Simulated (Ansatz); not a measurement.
Input:

End structure of a constructed model of the (000-1) surface of wurtzite CdS, S-terminated, 2x2 Si adatom at H3 (bottom of the slab: 2 H on 4 bottom sites):

```xyz
35
Lattice="8.3926 0.0000 0.0000 -4.1963 7.2682 0.0000 0.0000 0.0000 30.0000" Properties=species:S:1:pos:R:3 pbc="T T T"
Cd     2.2350     1.1324     9.4887
Cd     6.2607     1.2325    10.5132
Cd    -0.0352     4.8642    10.5132
Cd     4.3320     4.7671     9.4951
S      0.0882     2.3718    10.7433
S      4.1338     2.4568    10.7676
S     -2.1589     6.0940    10.7676
S      2.1836     6.0076    10.7466
Cd     0.0000     2.4227    13.3288
Cd     4.1963     2.4227    13.3288
Cd    -2.0982     6.0569    13.3288
Cd     2.0982     6.0569    13.3288
S      2.0982     1.2114    14.1723
S      6.2945     1.2114    14.1723
S      0.0000     4.8455    14.1723
S      4.1963     4.8455    14.1723
Cd     2.0728     1.2260    16.7374
Cd     6.3262     1.2290    16.7664
Cd     0.0006     4.8092    16.7664
Cd     4.2026     4.8419    16.6989
S      0.0061     2.4192    17.7690
S      4.1980     2.4255    17.5282
S     -2.0997     6.0541    17.5282
S      2.1065     6.0521    17.5234
Cd     0.0034     2.4208    20.4031
Cd     4.1988     2.6069    20.0615
Cd    -2.2564     5.9626    20.0615
Cd     2.2618     5.9624    20.0593
S      2.3171     1.0849    21.1081
S      6.0826     1.0850    21.1043
S      0.0035     5.0921    21.1043
S      4.1984     4.8443    21.1523
H      2.0948     1.2133     7.7908
H      4.1894     4.8495     7.7973
Si     4.1999    -0.0020    22.1237
```

Slab: 35 atoms, 13.8 Å thick at the start with caps and adatoms (thin: gaps and levels are the slab's own); k 3x3x1, smearing 0.025 eV, dipole-corrected; 8 atoms held, the rest relaxed; symmetry of the start imposed; no spin, no spin-orbit, no U. It is one candidate, not shown to be the stable structure of the face.

**Question.** What is the computed gap of the slab on its k-mesh (Ansatz (an electronic-structure program) with PBE)?

**Answer.** 1.11 eV

**Question.** What highest filled level below the top vacuum level does PBE give?

**Answer.** 5.67 eV
